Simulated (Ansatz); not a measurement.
Take Na in the bcc (W type) structure (space group Im-3m, No. 229) as the base.

```xyz
1
Lattice="-2.0984 2.0984 2.0984 2.0984 -2.0984 2.0984 2.0984 2.0984 -2.0984" Properties=species:S:1:pos:R:3 pbc="T T T"
Na     0.0000     0.0000     0.0000
```

All numbers come from plane-wave PAW DFT at the PBE level (Ansatz, an electronic-structure program, 420 eV), no spin-orbit coupling, earlier PAW set.

Base values:

The largest site moment is 0.00 μB and the magnetic state is not spin-polarised. The shortest interatomic distance comes out as 3.635 Å.

Perturbation: full substitution Na → Eu; the structure is relaxed again.

Tabulated Pauling electronegativity and covalent radius: Na 0.93, 1.66 Å; Eu 1.20, 1.98 Å.

Problem. Predict the new largest site moment, magnetic state and shortest interatomic distance.

Solution. The largest site moment goes from zero to 7.01 μB; the magnetic state changes from not spin-polarised to ferromagnetic; the shortest interatomic distance grows by 0.160 Å (3.635 Å → 3.795 Å).

The magnetic state is the one reached from the starting moments; the real material's order can differ, and small cells can't hold many antiferromagnetic ones. The state of the 4f shell was not checked for lower solutions. Whether these cells are dynamically stable was not tested.
